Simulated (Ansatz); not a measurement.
Start from BaTiO3 in the cubic perovskite structure (space group Pm-3m, No. 221; a = 3.9699 Å). Axes: x, y, z lie along the cube axes.

The values are results of PBEsol (Ansatz, an electronic-structure program, PAW, spin-orbit coupling left out), not measurements.

Base values:

```
Property              Result
-------------------  -------
Smallest direct gap  1.89 eV
```

It is then changed as follows: tensor shear ε_xy = +1.00 % (engineering shear γ = 0.0200); the atoms relax in the strained cell.

**Question.** Estimate the effect on the smallest direct gap.

**Answer.** The smallest direct gap shrinks by 0.10 eV, from 1.89 eV to 1.79 eV.

**Question.** How does this affect the energy relative to the base?

**Answer.** The energy grows by 1.9 meV/atom.

Whether these cells are dynamically stable was not tested. All final runs are without spin polarisation. Many cubic perovskites are stable only at high temperature; tilts and polar distortions were not tested. This is not the structure that BaTiO3 has at room temperature and ambient pressure.
